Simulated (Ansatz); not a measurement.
ZnS under load (space group I-4m2), Ansatz (a program for electronic structure) with r2SCAN with spin-orbit coupling, rigid bands. Condition of this run: uniaxial stress zz = 2 GPa (compression positive) (the target of the relaxation). Band gap 2.62 eV, N_c = 2.33e18 cm⁻³ and N_v = 1.26e19 cm⁻³ at 300 K, conductivity masses along y (a = (0.00, 2.73, 2.60) Å; b = (2.73, 0.00, 2.60) Å; c = (2.73, 2.73, 0.00) Å) of 0.205 mₑ (electrons) and 0.772 mₑ (holes). Take k_BT = 0.02585 eV.

### Question
A film of it is 8 nm thick, with its normal along the direction named. Estimate the confinement energies in an infinite well.

### Answer
ħ²π²/(2m t²) = 0.376 eV·nm²/(m/mₑ × t²) gives 28.7 meV for electrons and 7.61 meV for holes, so the gap would widen to about 2.66 eV. Finite barriers and nonparabolic bands lower this, and with several valleys or bands the heaviest mass along the normal sets the lowest level, not this average.

### Question
Find the intrinsic carrier density and the intrinsic Fermi level.

### Answer
n_i = √(N_c N_v) exp(−E_g/2k_BT) = 5.42e18 × exp(−50.67) = 5.3e-4 cm⁻³. The level lies (k_BT/2) ln(N_v/N_c) = 22 meV from mid-gap (positive towards the conduction band). Each 0.1 eV added to the gap lowers n_i by a factor of 6.9.

### Question
What thermal injection velocity √(2k_BT/πm) limits a ballistic channel along the direction named?

### Answer
1.19e7 cm/s for electrons and 6.12e6 cm/s for holes, a ratio of √(m_h/m_e) = 1.94, for dilute carriers.

Rigid bands with the computed gap; masses take one relaxation time for all states.
